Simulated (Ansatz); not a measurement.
Take ZrSnTe (space group P4/nmm, No. 129; a = 4.044 Å, c = 8.678 Å; a cell from a computed database, its experimental status unchecked) as the base.

Level of theory: PBEsol (Ansatz, an electronic-structure program, PAW, no spin-orbit coupling).

Before the change:

The lattice parameter a comes out as 4.044 Å.

Modification: a hydrostatic pressure of 0.3 GPa.

Task: What does the calculation give for the lattice parameter a after the change?

Result: The lattice parameter a decreases by 0.0046 Å to 4.040 Å.

Load acts through the strain it causes; cell and atoms are relaxed under it. Stability against distortions was not tested. All final runs are without spin polarisation.
